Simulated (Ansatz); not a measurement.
Base system: BN in the h-BN type structure (space group P6_3/mmc, No. 194; a = 2.5058 Å, c = 6.6162 Å; layered, stacked along the Cartesian z axis).

Calculations: PBE-D3(BJ) (Ansatz, an electronic-structure program; PAW; 420 eV plane waves; no spin-orbit coupling), earlier PAW set.

Before the change:

```
Property                          Result
-----------------------------  ---------
Band gap                         4.24 eV
Smallest direct gap              4.64 eV
Pressure                       -0.01 GPa
Width of the top valence band    3.22 eV
```

Now apply this change: the cell is scaled by 1.0398 in all directions, atoms relaxed at fixed cell.

Task: Estimate the effect on the band gap.

Result: The band gap falls by 0.16 eV to 4.08 eV.

Task: What does the calculation give for the smallest direct gap after the change?

Result: The smallest direct gap falls by 0.291 eV, from 4.64 eV to 4.34 eV.

Task: What does the calculation give for the pressure after the change?

Result: The pressure (mean of the normal stresses, compression positive) falls by 22.917 GPa, from -0.01 GPa to -22.92 GPa.

Task: What does the calculation give for the width of the top valence band after the change?

Result: The width of the top valence band grows by 0.03 eV to 3.25 eV.

Task: What does the calculation give for the energy relative to the base after the change?

Result: The energy grows by 88 meV/atom.

The cells carry an imposed strain or load. Stability against distortions was not tested.
